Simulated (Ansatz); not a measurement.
This concerns the surface energy of the Fe(111) slab with 4 N, the mean of its two faces, with the listed reservoirs for the atoms in excess. Reaction: 36 Fe (bcc) + 2 N2 (gas) → cell A.

Cell A: a slab of Fe (bcc, Im-3m) cut along (111), 40 atoms, hexagonal cell of 8.01 Å (55.6 Å²), symmetry P3m1 within 0.02 Å, 7.2 Å thick under 16 Å of vacuum, in-plane vectors held at the crystal's; planes from bottom to top: Fe4 × 9 | N4, its two faces unlike (dipole correction applied); added, foreign or displaced atoms, above the top plane: four times N bound to 1 Fe at 1.65 Å; spin state with PBE: parallel moments, net moment 85.4 μB a cell, k-point mesh 5×5×1.
```
CELL_PARAMETERS angstrom
      8.00966     0.00000     0.00000
      4.00483     6.93657     0.00000
      0.00000     0.00000    23.56052
ATOMIC_POSITIONS crystal
  Fe 0.16667 0.16667 0.34257
  Fe 0.66667 0.16667 0.34257
  Fe 0.16667 0.66667 0.34257
  Fe 0.66667 0.66667 0.34257
  Fe 0.83333 0.33333 0.37549
  Fe 0.33333 0.33333 0.37549
  Fe 0.83333 0.83333 0.37549
  Fe 0.33333 0.83333 0.37549
  Fe 0.00000 0.00000 0.40511
  Fe 0.50000 0.00000 0.40511
  Fe 0.00000 0.50000 0.40511
  Fe 0.50000 0.50000 0.40511
  Fe 0.16667 0.16667 0.44298
  Fe 0.66667 0.16667 0.44298
  Fe 0.16667 0.66667 0.44298
  Fe 0.66667 0.66667 0.44298
  Fe 0.83333 0.33333 0.47696
  Fe 0.33333 0.33333 0.47696
  Fe 0.83333 0.83333 0.47696
  Fe 0.33333 0.83333 0.47696
  Fe 0.00000 0.00000 0.51496
  Fe 0.50000 0.00000 0.51496
  Fe 0.00000 0.50000 0.51496
  Fe 0.50000 0.50000 0.51496
  Fe 0.16667 0.16667 0.54826
  Fe 0.66667 0.16667 0.54826
  Fe 0.16667 0.66667 0.54826
  Fe 0.66667 0.66667 0.54826
  Fe 0.83333 0.33333 0.58026
  Fe 0.33333 0.33333 0.58026
  Fe 0.83333 0.83333 0.58026
  Fe 0.33333 0.83333 0.58026
  Fe 0.00000 0.00000 0.62865
  Fe 0.50000 0.00000 0.62865
  Fe 0.00000 0.50000 0.62865
  Fe 0.50000 0.50000 0.62865
  N  0.33333 0.83333 0.65026
  N  0.83333 0.83333 0.65026
  N  0.33333 0.33333 0.65026
  N  0.83333 0.33333 0.65026
```

Reference: Fe (bcc, Im-3m), 4 atoms in the cell, the relaxed perfect crystal repeated, atoms not moved again; spin state with PBE: parallel moments, net moment 8.6 μB a cell, k-point mesh 5×5×43 on the run's own vectors.

Reference: an isolated N2 molecule (singlet) in a box of 11 × 11 × 13 Å.

All numbers come from Ansatz (a first-principles code), plane waves with PAW, its default PAW set, cutoff 420 eV. The structures are at rest with PBE, within the held lattices. Neutral cells; Fermi-Dirac smearing of at most 0.10 eV in the solids, energies taken to zero width. Larger cells are relaxed from a start prepared with the learned potential CHGNet, on a coarser mesh till forces fall under 0.03 eV/Å, which some starts already meet. A dispersion term (D3(BJ), or D4 for r2SCAN) was computed beside these levels and is taken off wherever the name lacks it. Space groups of crystals are read within 0.01 Å. Nuclei at rest; no vibrational terms. The structures are the rest points that the relaxations reached, not proven lowest. No Hubbard U is applied. No search over spin orders was made beyond those shown. No correction for cell size. Cell A has symmetry P3m1 within 0.02 Å and got no random move, so less symmetric positions, which may lie lower, weren't tried.

Q: Give the value at the level PBE.

A: 2.85 J/m², for 36 Fe (bcc) + 2 N2 (gas) → cell A.
